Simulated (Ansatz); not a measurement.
Consider SiO2 in the CdI2 type structure (space group P-3m1, No. 164; a = 2.670 Å, c = 4.509 Å; a hypothetical phase, not in the database extracts checked; layered, stacked along the Cartesian z axis).

One thing is altered: a hydrostatic pressure of 50 GPa.

Levels (all Ansatz, an electronic-structure program, PAW, earlier PAW set): PBEsol-D3(BJ) (420 eV, no spin-orbit coupling); r2SCAN (500 eV, no SOC).

The geometry is relaxed with PBEsol-D3(BJ).

- PBEsol-D3(BJ) band gap = 7.16 eV
- PBEsol-D3(BJ) width of the top valence band = 3.35 eV
- PBEsol-D3(BJ) gap character = direct at Γ

With r2SCAN at the same geometry, the band gap goes up by 1.02 eV to 8.18 eV; the width of the top valence band goes up by 0.06 eV (3.35 eV → 3.41 eV); the gap character is still direct at Γ.

Single points use the geometry relaxed with PBEsol-D3(BJ). Their cutoffs differ, which shifts pressures a little. Load acts through the strain it causes; cell and atoms are relaxed under it. Whether these cells are dynamically stable was not tested. No other phases were tried under pressure.
